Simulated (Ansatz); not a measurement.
Start from MgH2 in the CdCl2 type structure (space group R-3m, No. 166; a = 3.009 Å, c = 12.594 Å (hexagonal axes); a hypothetical phase, not in the database extracts checked).

Level of theory: Kohn–Sham DFT with the r2SCAN+rVV10 functional, run in Ansatz (an electronic-structure program) with PAW and 500 eV plane waves, spin-orbit coupling left out.

Base values:

The pressure is 0.0 kbar.

Modification: the cell is scaled by 0.9574 in all directions; the atoms relax in the strained cell.

How does this affect the largest internal atomic displacement?

The largest internal atomic displacement comes out as 0.069 Å.

What happens to the pressure?

The pressure (mean of the normal stresses, compression positive) goes from zero to 60.2 kbar.

What happens to the energy relative to the base?

The energy goes up by 23 meV/atom.

No phonon test of stability was made.
